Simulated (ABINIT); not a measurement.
Band structure of Ga (Cmce, 4 atoms in the cell).

```xyz
4
Lattice="2.2600 -3.8300 0.0000 2.2600 3.8300 0.0000 0.0000 0.0000 4.5300" Properties=species:S:1:pos:R:3 pbc="T T T"
Ga     2.2600     2.6435     4.1631
Ga     2.2600     1.1865     1.8981
Ga     2.2600    -1.1865     2.6319
Ga     2.2600    -2.6435     0.3669
```

Method: PBE, PAW (JTH v2.0 PBE PAW) (plane waves; ABINIT 10.0.3).

Settings: pseudos = [Ga.GGA_PBE-JTH.xml]; ecut = 20 Ha; pawecutdg = 40 Ha; pawxcdev = 0; occopt = 7; tsmear = 0.00999582 Ha; ngkpt = 4 4 4; nshiftk = 1; shiftk = 0 0 0; potentials = JTH v2.0 PBE PAW; kptopt = 1; nstep = 100; tolvrs1 = 1e-10.

The starting cell has typed, rounded lattice constants, without a prior relaxation at this level.

Levels in eV from the Fermi level, bands 23 to 30:
| point | 23 | 24 | 25 | 26 | 27 | 28 | 29 | 30 |
|---|---|---|---|---|---|---|---|---|
| Γ | -3.70 | -1.72 | -1.66 | -0.78 | 0.92 | 0.94 | 1.05 | 5.07 |
| X | -6.57 | -1.05 | -1.02 | -0.26 | -0.11 | 1.00 | 1.99 | 2.78 |
| S | -3.47 | -3.47 | -1.31 | -1.31 | 0.75 | 0.75 | 4.07 | 4.07 |
| R | -6.20 | -6.20 | -1.54 | -1.54 | 0.51 | 0.51 | 7.12 | 7.12 |
| A | -6.04 | -6.04 | -3.61 | -3.61 | 4.10 | 4.10 | 5.08 | 5.08 |
| Z | -0.17 | -0.17 | 0.02 | 0.02 | 0.05 | 0.05 | 2.09 | 2.09 |
| Y | -4.20 | -3.24 | -1.71 | -1.48 | 1.08 | 1.19 | 3.31 | 3.76 |
| X1 | -6.57 | -1.05 | -1.02 | -0.26 | -0.11 | 1.00 | 1.99 | 2.78 |
| A1 | -6.04 | -6.04 | -3.61 | -3.61 | 4.10 | 4.10 | 5.08 | 5.08 |
| T | -5.41 | -5.41 | -1.24 | -1.24 | -0.91 | -0.91 | 6.63 | 6.63 |

Bands cross the Fermi level along this path, so the cell is metallic at this level.
